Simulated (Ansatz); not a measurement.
## Hypothetical CdI2 type SiO2: biaxial strain +2.66 %, plane normal [001], relaxed out of plane

Take SiO$_{2}$ in the CdI2 type structure (space group P-3m1, No. 164; a = 2.670 Å, c = 4.542 Å; a hypothetical phase, not in the database extracts checked; layered, stacked along the Cartesian z axis) as the base. Axes: x lies along a and z along c of the hexagonal cell.

One thing is altered: biaxial strain +2.66 %, plane normal [001], relaxed out of plane (Cartesian); in-plane vectors clamped, the third vector and the atoms free.

The values are results of r2SCAN+rVV10/PAW in Ansatz (a program for electronic structure), spin-orbit coupling left out, not measurements. Γ-centred 14×14×7 mesh, Fermi–Dirac width 0.05 eV.

The volume per atom goes up by 0.40 Å³ to 9.75 Å³ and the space group is still P-3m1 (No. 164). The shortest interatomic distance goes up by 0.026 Å (1.787 Å → 1.813 Å) and the pressure (mean of the normal stresses, compression positive) goes from zero to -10.67 GPa. The band gap drops by 0.97 eV to 6.24 eV and the width of the top valence band goes up by 0.25 eV to 1.55 eV. The electron mass goes from 0.71 mₑ along c, 0.38 mₑ across (at Γ) to 0.74 mₑ out of plane, 0.35 mₑ in plane (at Γ) and the out-of-plane strain amounts to -1.06 %. The ratio −ε⊥/ε∥ amounts to 0.40.

Final structure (turned so that z lies along the plane normal):

```
CELL_PARAMETERS angstrom
      2.74130     0.00000     0.00000
      1.37065     2.37403     0.00000
      0.00000     0.00000     4.49381
ATOMIC_POSITIONS crystal
  Si 0.00000 0.00000 0.00000
  O  0.66667 0.66667 0.19662
  O  0.33333 0.33333 0.80338
```

Cost of the whole job for the changed cell (relaxation, final SCF and bands): roughly 60 core-seconds.

Masses are band curvatures over ±0.01 Å⁻¹ around the edge. No phonon test of stability was made.
